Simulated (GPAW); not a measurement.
GPAW run on MnCoSn4 (I422, 6 atoms in the cell): self-consistent single point

Level of theory: GPAW with LDA (Perdew-Wang 92), real-space grid, GPAW PAW datasets LDA (gpaw-data 1.0.1).

Input as run:

```python
from ase import Atoms
from gpaw import GPAW

atoms = Atoms(['Mn', 'Co', 'Sn', 'Sn', 'Sn', 'Sn'],
              cell=[[-3.279605, 3.279605, 2.710335],
                    [3.279605, -3.279605, 2.710335],
                    [3.279605, 3.279605, -2.710335]],
              scaled_positions=[[0.500000, 0.500000, 0.000000],
                                [0.000000, 0.000000, 0.000000],
                                [0.913990, 0.413990, 0.827980],
                                [0.413990, 0.586010, 0.500000],
                                [0.586010, 0.086010, 0.172020],
                                [0.086010, 0.913990, 0.500000]],
              pbc=True)

atoms.set_initial_magnetic_moments([4.0, 3.0, 0.0, 0.0, 0.0, 0.0])

calc = GPAW(spinpol=True,
            mode='fd',
            h=0.18,
            xc='LDA',
            kpts={'size': (4, 4, 4), 'gamma': True},
            occupations={'name': 'marzari-vanderbilt', 'width': 0.1},
            nbands=-12,
            symmetry={'symmorphic': False, 'tolerance': 0.0005},
            maxiter=150)

atoms.calc = calc

energy = atoms.get_potential_energy()
print('Energy (eV):', round(energy, 6))
forces = atoms.get_forces()
print('Forces (eV/Ang):')
print(forces.round(5))
```

Output, abridged:

```
Input parameters:
  h: 0.18
  kpts: {gamma: True,
         size: (4, 4, 4)}
  maxiter: 150
  mode: fd
  nbands: -12
  occupations: {name: marzari-vanderbilt,
                width: 0.1}
  spinpol: True
  symmetry: {symmorphic: False,
             tolerance: 0.0005}

species:
  Mn:
    name: Manganese
    Z: 25.0
    valence: 15
    core: 10
    charge: 0.0
    file: Mn.LDA.gz

    # Using partial waves for Mn as LCAO basis

  Co:
    name: Cobalt
    Z: 27.0
    valence: 9
    core: 18
    charge: 0.0
    file: Co.LDA.gz

    # Using partial waves for Co as LCAO basis

  Sn:
    name: Tin
    Z: 50.0
    valence: 14
    core: 36
    charge: 0.0
    file: Sn.LDA.gz

    # Using partial waves for Sn as LCAO basis

Reference energy: -740756.085922  # eV

Spin-polarized calculation.
Initial magnetic moment: 7.000000

Convergence criteria:
 Maximum [total energy] change in last 3 cyles: 0.0005 eV / valence electron
 Maximum integral of absolute [dens]ity change: 0.0001 electrons / valence electron
 Maximum integral of absolute [eigenst]ate change: 4e-08 eV^2 / valence electron
 Maximum number of scf [iter]ations: 150

Symmetries present (total): 8
Symmetries with fractional translations: 0
64 k-points: 4 x 4 x 4 Monkhorst-Pack grid + [1/8,1/8,1/8]
13 k-points in the irreducible part of the Brillouin zone
       k-points in crystal coordinates                weights
   0:     0.00000000    0.00000000    0.00000000          1/64
   1:     0.25000000   -0.25000000    0.00000000          4/64
   2:     0.25000000   -0.25000000    0.25000000          4/64
   [... 7 lines left out ...]
          ...
  12:     0.50000000    0.50000000    0.50000000          1/64

Wave functions: Uniform real-space grid
  Kinetic energy operator: 10*3+1=31 point O(h^6) finite-difference Laplacian

Occupation numbers: Marzari-Vanderbilt:
  width: 0.1000  # eV

Eigensolver

Densities:
  Coarse grid: 24*24*24 grid
  Fine grid: 48*48*48 grid
  Total Charge: 0.000000

Density mixing:
  Method: difference
  Backend: pulay
  Linear mixing parameter: 0.05
  old densities: 5
  Damping of long wavelength oscillations: 50

Hamiltonian:
  XC and Coulomb potentials evaluated on a 48*48*48 grid
  Interpolation: tri-quintic (5. degree polynomial)
  Poisson solver: FastPoissonSolver using
    Stencil: 10*3+1=31 point O(h^6) finite-difference Laplacian
    FFT axes: [np.int64(0), np.int64(1), np.int64(2)]
    FST axes: []

Number of atoms: 6
Number of atomic orbitals: 58
Number of bands in calculation: 55
Number of valence electrons: 80
Bands to converge: occupied

Density initialized from atomic densities
  55 bands from LCAO basis set

Atomic positions and initial magnetic moments

Positions:
   0 Mn     0.000000    0.000000    2.710335    ( 0.0000,  0.0000,  4.0000)
   1 Co     0.000000    0.000000    0.000000    ( 0.0000,  0.0000,  3.0000)
   2 Sn     1.075645    4.355250    1.355167    ( 0.0000,  0.0000,  0.0000)
   3 Sn     2.203960    1.075645    1.355168    ( 0.0000,  0.0000,  0.0000)
   4 Sn    -1.075645    2.203960    1.355168    ( 0.0000,  0.0000,  0.0000)
   5 Sn     4.355250   -1.075645    1.355168    ( 0.0000,  0.0000,  0.0000)

Unit cell:
           periodic     x           y           z      points  spacing
  1. axis:    yes   -3.279605    3.279605    2.710335    24     0.1741
  2. axis:    yes    3.279605   -3.279605    2.710335    24     0.1741
  3. axis:    yes    3.279605    3.279605   -2.710335    24     0.1933

  Lengths:   5.371921   5.371921   5.371921
  Angles:  104.747396 104.747396 119.398702

Effective grid spacing dv^(1/3) = 0.2036

     iter     time        total  log10-change:  magmom
                         energy   eigst   dens
iter:   1 --:--:--   -41.716107                   +7.0136
iter:   2 --:--:--   -40.720133   -0.26  -1.35    +4.4413
iter:   3 --:--:--   -40.281695   -0.56  -1.46    +3.2096
iter:   4 --:--:--   -40.452315   -1.41  -1.60    +3.2044
iter:   5 --:--:--   -42.514729   -0.96  -1.57    +3.0638
iter:   6 --:--:--   -41.043828   -1.86  -1.58    +3.2020
iter:   7 --:--:--   -39.621102   -1.15  -1.73    +2.6556
iter:   8 --:--:--   -39.750067   -2.30  -2.22    +2.7359
iter:   9 --:--:--   -39.764829   -2.34  -2.21    +2.7537
iter:  10 --:--:--   -39.788913c  -2.63  -2.44    +2.7233
iter:  11 --:--:--   -39.729977   -2.51  -2.26    +2.7302
iter:  12 --:--:--   -39.730501   -3.41  -2.95    +2.7183
iter:  13 --:--:--   -39.732190c  -3.67  -3.01    +2.6917
iter:  14 --:--:--   -39.733051c  -3.61  -3.15    +2.6941
iter:  15 --:--:--   -39.733417c  -4.15  -3.26    +2.7189
iter:  16 --:--:--   -39.735175c  -3.91  -3.30    +2.7976
iter:  17 --:--:--   -39.732021c  -3.81  -3.13    +2.6384
iter:  18 --:--:--   -39.731789c  -4.30  -3.33    +2.6142
   [... 20 lines left out ...]
iter:  39 --:--:--   -39.736927c  -5.15  -3.63    +3.2282
iter:  40 --:--:--   -39.737902c  -4.11  -3.76    +3.1299
iter:  41 --:--:--   -39.737315c  -5.00  -3.23    +3.1354
iter:  42 --:--:--   -39.737138c  -5.13  -3.54    +3.1283
iter:  43 --:--:--   -39.737150c  -5.73  -3.85    +3.1365
iter:  44 --:--:--   -39.736873c  -4.69  -4.42c   +3.0852
iter:  45 --:--:--   -39.737438c  -3.77  -3.65    +3.2597
iter:  46 --:--:--   -39.737427c  -5.07  -3.25    +3.1913
iter:  47 --:--:--   -39.737433c  -5.90  -3.53    +3.1849
iter:  48 --:--:--   -39.737428c  -6.38  -3.53    +3.1804
iter:  49 --:--:--   -39.737418c  -6.52  -3.54    +3.1769
iter:  50 --:--:--   -39.737267c  -6.00  -3.54    +3.1763
iter:  51 --:--:--   -39.737223c  -6.13  -3.75    +3.1772
iter:  52 --:--:--   -39.737193c  -6.18  -3.96    +3.1766
iter:  53 --:--:--   -39.737240c  -5.92  -4.02c   +3.1778
iter:  54 --:--:--   -39.737260c  -5.47  -4.29c   +3.1724
iter:  55 --:--:--   -39.737267c  -6.20  -4.62c   +3.1696
iter:  56 --:--:--   -39.737272c  -6.60  -4.54c   +3.1646
iter:  57 --:--:--   -39.737277c  -7.08  -4.31c   +3.1641
iter:  58 --:--:--   -39.737274c  -7.56c -4.25c   +3.1632

Converged after 58 iterations.

Dipole moment: (-0.979245, -0.979245, -0.877704) |e|*Ang

Total magnetic moment: (0.000000, 0.000000, 3.163167)
Local magnetic moments:
   0 Mn ( 0.000000,  0.000000,  2.419859)
   1 Co ( 0.000000,  0.000000,  0.764180)
   2 Sn ( 0.000000,  0.000000, -0.023963)
   3 Sn ( 0.000000,  0.000000, -0.023963)
   4 Sn ( 0.000000,  0.000000, -0.023963)
   5 Sn ( 0.000000,  0.000000, -0.023963)

Energy contributions relative to reference atoms: (reference = -740756.085922)

Kinetic:        +19.711537
Potential:      -14.788370
External:        +0.000000
XC:             -44.965344
Entropy (-ST):   -0.007778
Local:           +0.312681
SIC:             +0.000000
--------------------------
Free energy:    -39.737274
Extrapolated:   -39.737274

Spin contamination: 0.243923 electrons
Showing only first 2 kpts
                      Up                     Down
 Kpt  Band  Eigenvalues  Occupancy  Eigenvalues  Occupancy
  0    38      7.27440    1.00000      8.22040    1.00000
  0    39      7.41490    1.00000      8.55343    1.07963
  0    40      7.66167    1.00000      8.80294    0.03525
  0    41      7.66204    1.00000      8.80301    0.03517

  1    38      7.42504    1.00000      8.46248    1.01206
  1    39      7.62293    1.00000      8.89056    0.00082
  1    40      7.65812    1.00000      9.06976    0.00000
  1    41      8.62235    0.97390      9.62073    0.00000

Fermi level: 8.70802

No gap
No difference between direct/indirect transitions
Energy (eV): -39.737274

Forces in eV/Ang:
  0 Mn   -0.00000    0.00000    0.00000
  1 Co   -0.00000    0.00000    0.00000
  2 Sn   -0.00574   -0.00574    0.00000
  3 Sn    0.00574   -0.00574    0.00000
  4 Sn    0.00574    0.00574    0.00000
  5 Sn   -0.00574    0.00574   -0.00000
```

The run converged in 58 iterations.

The starting cell comes from a database of computed structures (which also holds hypothetical and non-ambient phases and stackings), without a prior relaxation at this level. The magnetic order is the one reached from the typed start; others were not searched systematically.

Cost on one core of a shared machine: roughly 20 min.
